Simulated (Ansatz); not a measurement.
The starting structures come from a database of crystals and need not be the phases stable at ambient conditions.

Tunnelling through a barrier is set by its complex band structure: the current falls as exp(−2κd) with the smallest κ.

Here is the system:

```xyz
10
Lattice="5.9379 0.0000 0.0000 -2.9689 5.1424 0.0000 2.9689 1.7141 4.8483" Properties=species:S:1:pos:R:3 pbc="T T T"
K      2.9689     1.7141     1.2121
K      2.9689     5.1424     3.6362
Li     0.0000     3.4282     2.4241
In     0.0000     0.0000     0.0000
F     -1.4808     4.2832     1.2151
F      7.4187     2.5733     3.6332
F      0.0000     1.7184     1.2151
F      5.9379     5.1381     3.6332
F      1.4808     4.2832     1.2151
F      4.4571     2.5733     3.6332
```

Space group of this cell: Fm-3m. The cell is taken as given; by r2SCAN its mean pressure is -3.8 GPa.

Transport runs along the normal of the first two printed cell vectors, the (111) plane of the conventional cell.

The gap is the functional's own. No spin-orbit coupling. Mid-gap values are interpolated on the energy grid.

Question: Predict the band gap and the smallest decay constant κ at mid-gap from r2SCAN (Ansatz, an electronic-structure program).

Answer: Gap 6.12 eV on a 8×8×8 mesh; κ = 0.524 1/Å, at the zone centre.
